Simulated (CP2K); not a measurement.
Worked example: self-consistent single point of BaC2 (C2/c, 6 atoms in the cell) in CP2K.

Method of the run: CP2K 2026.2 with LDA (Pade form), GPW, DZVP-MOLOPT-SR-GTH basis, GTH-PADE potentials (GTH_POTENTIALS).

```
BaC2
1.0
    4.44875     0.00000     0.00000
    1.95759     3.99490     0.00000
   -2.40913    -1.50230     7.71389
Ba C
2 4
Direct
  0.81021   0.18979   0.25000
  0.18979   0.81021   0.75000
  0.58597   0.89327   0.44553
  0.41403   0.10673   0.55447
  0.10673   0.41403   0.05447
  0.89327   0.58597   0.94553
```

Reference input (self-consistent single point, DFT PBEsol, GPW, DZVP-MOLOPT-SR-GTH basis, GTH-PBE potentials (GTH_POTENTIALS)): CUTOFF = 500 Ry; REL_CUTOFF = 60 Ry; SMEAR/METHOD = FERMI_DIRAC; ELECTRONIC_TEMPERATURE = 580.23 K; KPOINTS/SCHEME = MONKHORST-PACK 5 5 3; XC_FUNCTIONAL = PBE:PBESOL; Ba/BASIS_SET = DZVP-MOLOPT-SR-GTH-q10; Ba/POTENTIAL = GTH-PBE-q10; C/BASIS_SET = DZVP-MOLOPT-SR-GTH-q4; C/POTENTIAL = GTH-PBE-q4; METHOD = GPW; EPS_DEFAULT = 1e-11. This run's input differs from it in these lines:

```diff
@@ -43,6 +43,3 @@
     &XC
-      &XC_FUNCTIONAL
-        &PBE
-          PARAMETRIZATION PBESOL
-        &END PBE
+      &XC_FUNCTIONAL PADE
       &END XC_FUNCTIONAL
@@ -81,3 +78,3 @@
       BASIS_SET DZVP-MOLOPT-SR-GTH-q10
-      POTENTIAL GTH-PBE-q10
+      POTENTIAL GTH-PADE-q10
     &END KIND
@@ -85,3 +82,3 @@
       BASIS_SET DZVP-MOLOPT-SR-GTH-q4
-      POTENTIAL GTH-PBE-q4
+      POTENTIAL GTH-PADE-q4
     &END KIND
```

Log, with long lists cut:

```
 SCF WAVEFUNCTION OPTIMIZATION

  Step     Update method      Time    Convergence         Total energy    Change
     1 NoMix/Diag. 0.40E+00      -     1.75854754       -73.6657991519 -7.37E+01
     2 Broy./Diag. 0.40E+00      -     0.02570604       -72.5280247506  1.14E+00
     3 Broy./Diag. 0.40E+00      -     0.04715847       -73.3224339208 -7.94E-01
     4 Broy./Diag. 0.40E+00      -     0.00352250       -73.8471889838 -5.25E-01
     5 Broy./Diag. 0.40E+00      -     0.00513811       -73.7548245917  9.24E-02
     6 Broy./Diag. 0.40E+00      -     0.00214484       -73.8125303278 -5.77E-02
   [... 8 lines left out ...]
    15 Broy./Diag. 0.40E+00      -     0.00000609       -73.8647104225  8.26E-05
    16 Broy./Diag. 0.40E+00      -     0.00000076       -73.8646943725  1.60E-05
    17 Broy./Diag. 0.40E+00      -     0.00000062       -73.8646837455  1.06E-05
    18 Broy./Diag. 0.40E+00      -     0.00000006       -73.8646814321  2.31E-06
  *** SCF run converged in    18 steps ***

  Overlap energy of the core charge distribution:               0.00002466975940
  Self energy of the core charge distribution:               -156.23554649826815
  Core Hamiltonian energy:                                     36.25135831444102
  Hartree energy:                                              60.21546497117173
  Exchange-correlation energy:                                -14.09598288918030
  Electronic entropic energy:                                  -0.00000000000515
  Fermi energy:                                                 0.16171137758811

  Total energy:                                               -73.86468143208144
  Total energy (extrapolated to T->0):                        -73.86468143207887

                     Mulliken Population Analysis

   [... lines left out ...]

 STRESS| Analytical stress tensor [bar]
 STRESS|                        x                   y                   z
 STRESS|      x       -1.72639814607E+04  -5.65185791967E+03  -8.16770481420E+02
 STRESS|      y       -5.65185791967E+03  -1.17250332478E+04  -5.09362605170E+02
 STRESS|      z       -8.16770481420E+02  -5.09362605170E+02  -9.75763146837E+03
 STRESS| 1/3 Trace                                            -1.29155487256E+04
```

The run converged in 18 iterations. Against the reference run the pressure goes from 1.32 to -1.29 GPa, the largest force goes from 1.758 to 0.821 eV/Å and the gap on the mesh moves little (2.164 to 2.170 eV).

The starting cell comes from a database of computed structures (which also holds hypothetical and non-ambient phases and stackings), without a prior relaxation at this level. Its lattice was rescaled by a random factor within 2.5 % of one. Values carry the incompleteness of an atom-centred basis.

Cost on one core of a shared machine: roughly 2 min.
